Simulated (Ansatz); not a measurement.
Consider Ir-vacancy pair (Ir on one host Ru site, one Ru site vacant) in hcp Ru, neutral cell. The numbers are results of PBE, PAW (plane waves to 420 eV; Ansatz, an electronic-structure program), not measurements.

36-site cell at the relaxed PBE lattice, a 2×2×2 k-point mesh shifted by half a step along c, smearing 0.10 eV, spin-restricted, no finite-size correction. No zero-point or tunnelling terms. Spin-orbit coupling is left out. Forms of the defect that were not tried may lie lower.

Barriers: single points on a 4×4×4 k-point mesh shifted by half a step along c at the bands' geometries (they differ from the bands' own by up to 0.17 eV, and are uncertain by about as much).

The step: direct exchange of Ir with the vacancy (Ir-vacancy distance between ideal sites 2.66 Å throughout); the atom moves 2.60 Å along (-0.64, -0.32, 0.49) of the unit cell; the moving atom starts with neighbours 2 Ru at 2.66, 3 Ru at 2.67, 2 Ru at 2.69, 2 Ru at 2.72, 2 Ru at 2.75 Å and ends with 2 Ru at 2.66, 3 Ru at 2.67, 2 Ru at 2.69, 2 Ru at 2.72, 2 Ru at 2.75 Å.

Question: Give the migration barrier of this step at the level PBE, PAW.

Answer: 57.6 kcal/mol, the same both ways. At the saddle the moving atom has neighbours 4 Ru at 2.50, 4 Ru at 3.01, 2 Ru at 3.25 Å. The saddle point's order was not checked, and it lies on a symmetry element of the cell, where a band can be held.
